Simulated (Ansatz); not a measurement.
The parent structure is YN in the rock salt structure (space group Fm-3m, No. 225; a = 4.9060 Å).

The values are results of PBE (Ansatz, a program for electronic structure; PAW; 420 eV plane waves; no spin-orbit coupling), earlier PAW set, not measurements.

Now apply this change: the cell is scaled by 0.9946 in all directions; the atoms relax in the strained cell.

Question: Estimate the effect on the mean gap deformation potential ΔEg/Δln V.

Answer: The mean gap deformation potential ΔEg/Δln V is +1.7 eV.

Gaps are Kohn–Sham eigenvalue differences; semilocal functionals usually give less than the measured gap. Whether these cells are dynamically stable was not tested.
